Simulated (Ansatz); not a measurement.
ZrSe2 in the fluorite structure (space group Fm-3m, No. 225; a hypothetical phase, not in the database extracts checked)

```cif
data_Se2Zr
_chemical_formula_sum 'Zr1 Se2'
_space_group_name_H-M_alt 'P 1'
_space_group_IT_number 1
_cell_length_a 4.60151
_cell_length_b 4.60151
_cell_length_c 4.60151
_cell_angle_alpha 60.000
_cell_angle_beta 60.000
_cell_angle_gamma 60.000
loop_
_space_group_symop_operation_xyz
  'x, y, z'
loop_
_atom_site_label
_atom_site_type_symbol
_atom_site_fract_x
_atom_site_fract_y
_atom_site_fract_z
_atom_site_occupancy
Zr1 Zr 0.00000 0.00000 0.00000 1
Se1 Se 0.25000 0.25000 0.25000 1
Se2 Se 0.75000 0.75000 0.75000 1
```

Level of theory: PBEsol in Ansatz (plane waves to 420 eV, PAW, no spin-orbit coupling). Γ-centred 12×12×12 mesh, Fermi–Dirac width 0.05 eV.

| Item | Result |
|---|---|
| Volume per atom | 22.96 Å³ |
| Density | 6.01 g/cm³ |
| Band gap | zero |
| Total energy | -4993.394 eV/atom (σ→0; compares only within this code and set-up) |

Stability against distortions was not tested. All final runs are without spin polarisation.

Ansatz is a first-principles code.
